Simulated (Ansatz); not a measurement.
A dielectric-response calculation of SrCuSeF (P4/nmm, 8 atoms in the cell) with Ansatz (a program for electronic structure).

Method: LDA (PW92), default PAW files made with PBE (plane waves; Ansatz).

```xyz
8
Lattice="4.1143 0.0000 0.0000 0.0000 4.1143 0.0000 0.0000 0.0000 8.9457" Properties=species:S:1:pos:R:3 pbc="T T T"
Sr     0.0000     2.0571     5.9207
Sr     2.0571     0.0000     3.0250
Cu     2.0571     2.0571     0.0000
Cu     0.0000     0.0000     0.0000
Se     2.0571     0.0000     7.4354
Se     0.0000     2.0571     1.5103
F      0.0000     0.0000     4.4729
F      2.0571     2.0571     4.4729
```

Reference input (self-consistent single point, DFT, LDA (PW92), plane waves, default PAW files made with PBE): basis.ecutwfc = 420 eV; kpoints.mp_grid.grid = 6 6 3; hamiltonian.xc = lda; hamiltonian.pseudopotentials = {kind: paw} (the program's default PAW files); scf.occupations.method = fixed. This run's input differs from it in these lines:

Ansatz 0.2 input:
```diff
@@ -17,3 +17,3 @@
 kpoints:
-  mp_grid: { grid: [6, 6, 3] }
+  mp_grid: { grid: [10, 10, 5], shift: [0.5, 0.5, 0.5] }
 hamiltonian:
@@ -23,6 +23,4 @@
   occupations: { method: fixed }
-output:
-  forces: true
-  eigenvalues: true
-  stress: true
+dielectric:
+  field_mesh: kpoints
```

Output, abridged:

```
SCF iter   1: F=—  HF=-32364.943656 eV  |F-HF|=—  |Δ(HF+E_count)|=         —  Δρ=1.42e-2  dr2=1.88e-1  ethr=1.77e-3  ⟨swp⟩=5.0  Hψ=27841  notcnv=0  defer=996
all-band conjugate gradients solve this SCF's bands
preconditioner: auto → Resta (q_TF=auto, 2.563 Å⁻¹)
SCF iter   2: F=—  HF=-32364.911251 eV  |F-HF|=—  |Δ(HF+E_count)|=   3.24e-2  Δρ=7.18e-3  dr2=5.22e-2  ethr=1.81e-4  ⟨swp⟩=2.0  Hψ=15255  notcnv=0  defer=1120
   [... lines left out ...]
SCF iter   9: F=—  HF=-32364.896271 eV  |F-HF|=—  |Δ(HF+E_count)|=   6.50e-8  Δρ=2.48e-6  dr2=1.76e-8  ethr=4.26e-10  ⟨swp⟩=2.0  Hψ=8759  notcnv=0  defer=677
SCF iter  10: F=—  HF=-32364.896271 eV  |F-HF|=—  |Δ(HF+E_count)|=   5.52e-9  Δρ=1.76e-6  dr2=4.02e-9  ethr=1.69e-11  ⟨swp⟩=2.0  Hψ=10032  notcnv=0  defer=677
SCF iter  11: F=—  HF=-32364.896271 eV  |F-HF|=—  |Δ(HF+E_count)|=  5.53e-10  Δρ=4.54e-7  dr2=2.28e-10  ethr=3.86e-12  ⟨swp⟩=2.0  Hψ=9414  notcnv=0  defer=677
SCF iter  12: F=-32364.896271 eV  HF=-32364.896271 eV  |F-HF|=4.00e-11  |Δ(HF+E_count)|=  2.55e-11  Δρ=1.61e-7  dr2=2.79e-11  ethr=1.00e-12  ⟨swp⟩=12.6  Hψ=35861  notcnv=0
SCF 1 converged in 12 iterations: F = -32364.896271 eV  dr2 = 2.79e-11
DFPT response loops at Γ: preconditioner auto → Resta (q_TF=auto, 2.563 Å⁻¹)  ε∞=6.9 (no band partly filled) …
Free energy (F): -32364.896271 eV
Internal energy: -32364.896271 eV  (E = F + TS)
E sigma→0 (E₀):  -32364.896271 eV
Fermi energy:    9.378019 eV
--- Dielectric response (ions clamped): 2 representative field directions + reference, on 125 of 500 k-points (Σ response iterations 20) ---
  k mesh reduced under 2 symmetry operations, with k and −k counted as one. Each operation leaves every solved perturbation unchanged …
   [... lines left out ...]
         0.00000   -1.36399    0.00000
         0.00000    0.00000   -2.34517
    site 7:
        -1.36399    0.00000   -0.00000
         0.00000   -1.36399    0.00000
         0.00000    0.00000   -2.34517
  Z* charge neutrality: 2.081e-5 e pre-enforcement
  k-mesh period / interband length: 41.1 Å / 2.86 Å = 14.38 at k = (0.0500, 0.0500, 0.1000), direct gap 1.267 eV — 14 or more, which is no proof of convergence
```

The run converged in 12 iterations. 

Summary of the result:
Free energy E − TS (on the zero of these files): -32364.8963 eV
Top of the valence band (on the code's own zero): 9.38 eV
Gap on the k-point mesh: 1.25 eV
ε∞ at this k-point mesh, which may be far from converged in small-gap cells (xx, yy, zz): 7.02, 7.02, 4.61
Born charges at this mesh (mean of the diagonal, e): Sr 2.87, Sr 2.87, Cu 0.95, Cu 0.95, Se -2.14, Se -2.14, F -1.69, F -1.69

The starting cell comes from a database of computed structures (which also holds hypothetical and non-ambient phases and stackings), without a prior relaxation at this level. Its lattice was rescaled by up to half a per cent. The shifted mesh does not hold Γ, so a gap read on it misses any band edge there.

Cost on one core of a shared machine: roughly 20 min.
